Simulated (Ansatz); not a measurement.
The parent structure is Sb (space group I4_132, No. 214; a = 8.088 Å; a hypothetical phase, not in the database extracts checked).

(Cell as relaxed with PBE.)

Levels (all Ansatz, a program for electronic structure, PAW): PBE (420 eV, no SOC); PBEsol (420 eV, without spin-orbit coupling).

Each level relaxes its own structure.

| quantity | PBE | PBEsol |
|---|---|---|
| volume per atom | 66.14 Å³ | 63.48 Å³ |
| lattice parameter a | 8.088 Å | 7.978 Å |
| band gap | zero | zero |

PBE's volume per atom lies 2.66 Å³ above PBEsol's (4.2 %); PBE's lattice parameter a lies 0.110 Å above PBEsol's (1.4 %); the two agree on the band gap. Neither level is exact; PBEsol is the comparison here, not a measurement.

Whether these cells are dynamically stable was not tested.
